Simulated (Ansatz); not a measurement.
**Hypothetical P4_2/mnm GaN, pressure series**

The parent structure is GaN (space group P4_2/mnm, No. 136; a = 5.470 Å, c = 3.183 Å; a hypothetical phase, not in the database extracts checked).

Cell and atoms are relaxed at each pressure.

Levels (all Ansatz, an electronic-structure program, PAW): PBEsol (420 eV, no spin-orbit coupling); HSE06 (420 eV, scalar-relativistic without spin-orbit coupling).

Band gaps by level, all at the geometries relaxed with PBEsol:

| case | PBEsol | HSE06 |
|---|---|---|
| base | 1.87 eV | 3.18 eV |
| pressure −2 GPa | 1.81 eV | 3.10 eV |
| pressure −1 GPa | 1.84 eV | 3.14 eV |
| pressure 0.3 GPa | 1.88 eV | 3.19 eV |
| pressure 0.7 GPa | 1.90 eV | 3.20 eV |
| pressure 3 GPa | 1.97 eV | 3.29 eV |
| pressure 5 GPa | 2.03 eV | 3.36 eV |
| pressure 7.5 GPa | 2.10 eV | 3.44 eV |

Single points use the geometry relaxed with PBEsol. HSE06 was sampled on its mesh, a few special points and the semilocal edge points, so its gap is an upper bound. Load acts through the strain it causes; cell and atoms are relaxed under it. Stability against distortions was not tested. Competing high-pressure phases were not computed.
